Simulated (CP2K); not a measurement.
Worked example: self-consistent single point of Te3MoWSe (P3m1, 12 atoms in the cell) in CP2K.

Level of theory: PBEsol, GPW, DZVP-MOLOPT-SR-GTH basis, GTH-PBE potentials (GTH_POTENTIALS) run with CP2K.

```yaml
crystal:
  lattice:
    - [3.48373, 0.00000, 0.00000]
    - [-1.74187, 3.01700, 0.00000]
    - [0.00000, 0.00000, 39.49007]
  atoms:
    - { symbol: Te, position: [0.00000, 0.00000, 0.32834] }
    - { symbol: Te, position: [0.33333, 0.66667, 0.04767] }
    - { symbol: Te, position: [0.33333, 0.66667, 0.42342] }
    - { symbol: Te, position: [0.33333, 0.66667, 0.14018] }
    - { symbol: Te, position: [0.33333, 0.66667, 0.51592] }
    - { symbol: Te, position: [0.00000, 0.00000, 0.23526] }
    - { symbol: Mo, position: [0.00000, 0.00000, 0.09390] }
    - { symbol: Mo, position: [0.00000, 0.00000, 0.46968] }
    - { symbol: W, position: [0.33333, 0.66667, 0.28180] }
    - { symbol: W, position: [0.33333, 0.66667, 0.65754] }
    - { symbol: Se, position: [0.00000, 0.00000, 0.69847] }
    - { symbol: Se, position: [0.00000, 0.00000, 0.61657] }
```

Reference input (self-consistent single point, DFT PBEsol, GPW, DZVP-MOLOPT-SR-GTH basis, GTH-PBE potentials (GTH_POTENTIALS)): CUTOFF = 500 Ry; REL_CUTOFF = 40 Ry; SMEAR/METHOD = GAUSSIAN; SIGMA = 0.01 eV; KPOINTS/SCHEME = MONKHORST-PACK 7 7 1; XC_FUNCTIONAL = PBE:PBESOL; Te/BASIS_SET = DZVP-MOLOPT-SR-GTH; Te/POTENTIAL = GTH-PBE-q6; Mo/BASIS_SET = DZVP-MOLOPT-SR-GTH; Mo/POTENTIAL = GTH-PBE-q14; W/BASIS_SET = DZVP-MOLOPT-SR-GTH; W/POTENTIAL = GTH-PBE-q14. This run's input differs from it in these lines:

```diff
@@ -34,4 +34,4 @@
       &SMEAR ON
-        METHOD GAUSSIAN
-        SIGMA [eV] 0.01
+        METHOD FERMI_DIRAC
+        ELECTRONIC_TEMPERATURE [K] 3481.36
       &END SMEAR
```

The program printed (abridged):

```
 SCF WAVEFUNCTION OPTIMIZATION

  Step     Update method      Time    Convergence         Total energy    Change
     1 NoMix/Diag. 0.30E+00      -     1.54793405      -342.0411061539 -3.42E+02
     2 Broy./Diag. 0.30E+00      -     0.29513708      -344.9870945320 -2.95E+00
     3 Broy./Diag. 0.30E+00      -     0.18026415      -340.6403398365  4.35E+00
     4 Broy./Diag. 0.30E+00      -     0.06081246      -341.3495786318 -7.09E-01
     5 Broy./Diag. 0.30E+00      -     0.04929942      -340.4316296843  9.18E-01
     6 Broy./Diag. 0.30E+00      -     0.03091738      -340.2600565055  1.72E-01
   [... 24 lines left out ...]
    31 Broy./Diag. 0.30E+00      -     0.00000118      -340.4312844653 -1.74E-06
    32 Broy./Diag. 0.30E+00      -     0.00000138      -340.4312874103 -2.95E-06
    33 Broy./Diag. 0.30E+00      -     0.00000146      -340.4312928608 -5.45E-06
    34 Broy./Diag. 0.30E+00      -     0.00000064      -340.4312918992  9.62E-07
  *** SCF run converged in    34 steps ***

  Overlap energy of the core charge distribution:               0.00000001207371
  Self energy of the core charge distribution:               -607.74007636455872
  Core Hamiltonian energy:                                    132.57422652071821
  Hartree energy:                                             180.61171092806310
  Exchange-correlation energy:                                -45.84266624867460
  Electronic entropic energy:                                  -0.03448674496317
  Fermi energy:                                                 0.16000031948243

  Total energy:                                              -340.43129189921325
  Total energy (extrapolated to T->0):                       -340.41404852673168

   [... lines left out ...]

 STRESS| Analytical stress tensor [bar]
 STRESS|                        x                   y                   z
 STRESS|      x        1.25800556352E+03  -9.37967160182E+00  -6.55836902485E-03
 STRESS|      y       -9.37967160182E+00   1.24694025063E+03   7.32040857447E-03
 STRESS|      z       -6.55836902485E-03   7.32040857447E-03   5.20914805331E+03
 STRESS| 1/3 Trace                                             2.57136462249E+03
```

The run converged in 34 iterations. Against the reference run the free energy falls by 19.4 meV/atom, the pressure goes from -0.02 to 0.26 GPa and the largest force goes from 0.199 to 0.320 eV/Å.

The starting cell comes from a database of computed structures (which also holds hypothetical and non-ambient phases and stackings), without a prior relaxation at this level. Its lattice was rescaled by a random factor within 2.5 % of one. Spin polarisation is off. Values carry the incompleteness of an atom-centred basis. The potentials were made for another functional than the one used.

Cost on one core of a shared machine: roughly 5 min.
